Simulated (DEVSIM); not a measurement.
Device: GaP p-n junction from an implanted or diffused profile, at 300 K.

Layer 1 from the left is GaP, thickness (μm) 190, Nd (cm⁻³) 2.1e15, τn (s) 1.2e-6, τp (s) 1.2e-6.

Added acceptor profile: 1.1e17 cm⁻³ × exp(−(x − 0.026 μm)²/(2·(0.2 μm)²)). Left contact: ohmic. Right contact: ohmic. Voltage is applied to the left contact. Recombination: SRH at mid-gap, Auger. Mobility is μmin + (μ − μmin)/(1 + (N/Nref)^α).

The device is made up for the run: typed textbook-type constants, with dimensions and the other settings drawn at random. Values at 300 K.

GaP: gap (eV) 2.26, affinity (eV) 3.8, permittivity 11.1, Nc (cm⁻³) 1.8e19, Nv (cm⁻³) 1.9e19, μn (cm²/Vs) 250, μp (cm²/Vs) 150, μn,min 10, μp,min 10, Nref,n 4.4e18, Nref,p 1e18, αn 0.8, αp 0.85, Cn (cm⁶/s) 1e-30, Cp (cm⁶/s) 1e-30.

Simulated with DEVSIM: 1D drift-diffusion, Boltzmann statistics, complete ionisation; no tunnelling, impact ionisation, image-force lowering or self-heating.

Problem. What does the simulation give for the dark forward voltage at 1 A/cm², the potential step across the device at zero bias?

Solution. dark forward voltage at 1 A/cm² 1.975 V; potential step across the device at zero bias 1.892 V.
